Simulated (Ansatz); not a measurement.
Data:

```
GaN
1.0
    0.00000     2.23090     2.23090
    2.23090     0.00000     2.23090
    2.23090     2.23090     0.00000
N Ga
1 1
Direct
  0.75000   0.75000   0.75000
  0.00000   0.00000   0.00000
```

A single point on GaN with a change (pressure 5 GPa), its geometry relaxed with r2SCAN.

Computed with HSE06 (Ansatz, a first-principles code, PAW, with spin-orbit coupling). Γ-centred 8×8×8 mesh, Fermi–Dirac width 0.01 eV.

Q: What band gap does the calculation give?

A: 3.17 eV.

Q: Predict the valence-band top at Γ (three highest Kramers pairs, from the VBM).

A: 0.00, 0.00, -0.02 eV.

Single points use the geometry relaxed with r2SCAN. Load acts through the strain it causes; cell and atoms are relaxed under it. Stability against distortions was not tested. Tetrahedral semiconductors of this kind turn to denser phases somewhere between about 1 and 50 GPa; those were not computed, so compressed cells here can lie past the real transition. The cell was made from GaN in the zinc blende structure (space group F-43m, No. 216) by this change: pressure 5 GPa. This is not the structure that GaN has at room temperature and ambient pressure.
